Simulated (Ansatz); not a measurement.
Structures of equal composition on the (0001) surface of hcp Ti: a layer of Mo in place of the second plane; a layer of Mo in place of the third plane. The slabs share one bottom face, and each structure is named by its start. These are constructed structures in small cells; real faces may alloy, dewet or reconstruct in larger ones, and not all known structures of the face are among them. Slabs of about 12 Å with all that they carry, Fermi-Dirac smearing of 0.1 eV. Bottom of the slabs: a bare face, its two planes held. Relaxed from the named starts with such symmetry as they have, on meshes of like density; energies extrapolated to zero smearing; no spin-orbit coupling, no U. Spin-polarised runs, if any, are marked in brackets, and their order is one that fits the cell; the others ran without spin.

Computed with PBE (plane waves to 420 eV, PAW; Ansatz, a quantum-chemistry and plane-wave program).

**Question.** Put the candidates in order of energy per 1x1 cell, lowest first, for PBE.

**Answer.** a layer of Mo in place of the second plane (0.000 eV), a layer of Mo in place of the third plane (0.038 eV)
